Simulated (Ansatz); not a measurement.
Abridged Ansatz (a quantum-chemistry and plane-wave program) output:

```
Relaxation: its limit of steps is 60 (relax.max_steps)
Pseudopotential: Nb, paw, valence charge 13
Pseudopotential: P, paw, valence charge 5
Crystal: 4 atoms, lattice volume = 63.563 Å³
Basis set: ecut = 500 eV, 1593 PW (Γ), exchange–correlation on 192×192×192 points (64 copies of the dense FFT grid, shifted against one another)
Bands: 22, of which v1, the nominal top of the filled ones, is band 18 counted from 1 (17 counted from 0)
Symmetry: 8 space group operations
k-points: 641 of 8000 (time reversal used)
Functional: x = r2scan, c = r2scan; τ floored in thin density (d = 2e-4 eV/Å³)
SCF iter   1: F=—  HF=-10649.961552 eV  |F-HF|=—  |Δ(HF+E_count)|=         —  Δρ=1.23e-2  dr2=1.03e-1  dr2_τ=5.14e-2  ethr=1.77e-3  ⟨swp⟩=6.0  Hψ=70458  notcnv=0
SCF iter   2: F=—  HF=-10650.012043 eV  |F-HF|=—  |Δ(HF+E_count)|=   5.05e-2  Δρ=6.33e-3  dr2=1.82e-2  dr2_τ=2.29e-3  ethr=2.86e-4  ⟨swp⟩=2.5  Hψ=28991  notcnv=0
SCF 1 converged in 7 iterations: F = -10650.018210 eV  dr2 = 2.08e-8
relax step   1: F+E_penalty+E_count = -10650.01820979 eV  Δ(F+E_penalty+E_count) = +0.000e0 eV  max|allowed force component| = 5.017e-4 eV/Å  Δτ_max = 0.0000 Å  P = +0.894 GPa  Ω = 63.563 Å³  (7 SCF iters, dr2 threshold 1.00e-7 eV, accepted)
[... steps on the carried basis left out ...]
relax step   5: F+E_penalty+E_count = -10650.01465183 eV  Δ(F+E_penalty+E_count) = +1.454e-4 eV  max|allowed force component| = 9.955e-5 eV/Å  Δτ_max = 0.0000 Å  P = +2.095 GPa  Ω = 63.181 Å³  stress off target by 9.00e-3 GPa  SCF on the basis re-selected at this cell (its energy is not comparable with the rows above)  (5 SCF iters)
SCF converged after 5 iterations
Free energy (F): -10650.014652 eV
Internal energy: -10650.011680 eV  (E = F + TS)
E sigma→0 (E₀):  -10650.013166 eV
Entropy (-TS):   -0.002972 eV (-0.743 meV/atom)
Fermi energy:    15.224471 eV
--- Forces (eV/Å), atoms counted from 1 ---
  atom   1  Nb    -0.00000000     0.00000000     0.00009802
  atom   2  Nb     0.00000000     0.00000000     0.00009802
  atom   3  P     -0.00000000     0.00000000    -0.00010109
  atom   4  P      0.00000000    -0.00000000    -0.00010109
--- Stress (GPa, compression-positive) ---
        2.090998       0.000000      -0.000000
        0.000000       2.090998      -0.000000
       -0.000000       0.000000       2.103463
  P = ⅓ Tr σ = 2.0952 GPa (20.952 kbar)
--- Relaxed structure (4 steps of the walk, 4 accepted, 1 SCFs on fresh bases) ---
  cell:  # Å, volume = 63.1810 Å³
    - [-1.6651364405424391, 1.6651364405424391, 5.696745234241492]
    - [1.6651364405424391, -1.6651364405424391, 5.696745234241492]
    - [1.6651364405424391, 1.6651364405424391, -5.696745234241492]
  atoms:
    - { symbol: Nb, position: [0.9993859356334703, 0.9993859356334703, -3.4204499191039935e-33] }
    - { symbol: Nb, position: [0.7493859356334703, 0.24938593563347022, 0.5000000000000001] }
    - { symbol: P, position: [0.4166140643665297, 0.4166140643665297, -9.450364486205366e-34] }
    - { symbol: P, position: [0.16661406436652978, 0.6666140643665297, 0.5] }
```

**Question.** What was computed, and what are the main results?

**Answer.** NbP, 4 atoms in the cell, with r2SCAN (Ansatz, PAW, no SOC), from a series relaxed to a target (pressure 2.1 GPa). The last SCF converged to F = -10650.014652 eV, or -2662.5037 eV per atom, at a pressure of 2.10 GPa. The total energy compares only with runs of the same code, potentials and settings.

Load acts through the strain it causes; cell and atoms are relaxed under it. Whether these cells are dynamically stable was not tested. All final runs are without spin polarisation. The cell was made from NbP (space group I4_1md, No. 109) by this change: pressure 2.1 GPa.

Keys are those of Ansatz 0.2.
